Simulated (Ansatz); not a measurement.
Consider ZnGeP2 in the chalcopyrite structure (space group I-42d, No. 122; a = 5.4999 Å, c = 10.8447 Å). Axes: x, y, z lie along a, b, c of the conventional cell.

Computed with PBE in Ansatz (plane waves to 420 eV, PAW, no spin-orbit coupling).

Perturbation: compressive biaxial strain of 1.50 % in the plane normal to [001], as in epitaxy on a mismatched substrate; the out-of-plane cell vector and the atoms relax.

Predict the new out-of-plane strain.

The out-of-plane strain is +1.30 %.

What happens to the energy relative to the base?

The energy grows by 3.7 meV/atom.

How does this affect the in-plane stress?

The mean in-plane stress (compression positive) comes out as +2.0 GPa.

Stability against distortions was not tested.

Ansatz is a first-principles code.
